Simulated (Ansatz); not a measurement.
Start from CdS in the wurtzite structure (space group P6_3mc, No. 186; a = 4.1636 Å, c = 6.7672 Å). Axes: x lies along a and z along c of the hexagonal cell.

Method: r2SCAN/PAW in Ansatz (a first-principles code), without spin-orbit coupling.

For the base:

- Band gap = 1.63 eV
- Shortest interatomic distance = 2.544 Å

One thing is altered: a free-standing slab of 4 layers (16 atoms, 4 a layer) is cut normal to the y axis, with 15 Å of vacuum and the in-plane cell held at bulk.

Question: What happens to the gap character, excess energy per area of both faces, band gap and shortest interatomic distance?

Answer: The gap character is direct at Γ; the excess energy per area of both faces (slab less bulk energy over the cell's area: twice a surface energy) amounts to 0.85 J/m²; the band gap increases by 0.16 eV to 1.79 eV; the shortest interatomic distance decreases by 0.1297 Å to 2.415 Å.

Slab and bulk use different k-meshes, which limits the precision of the excess energy. Stability against distortions was not tested. Labels are those of the standard path for the cell's own space group.
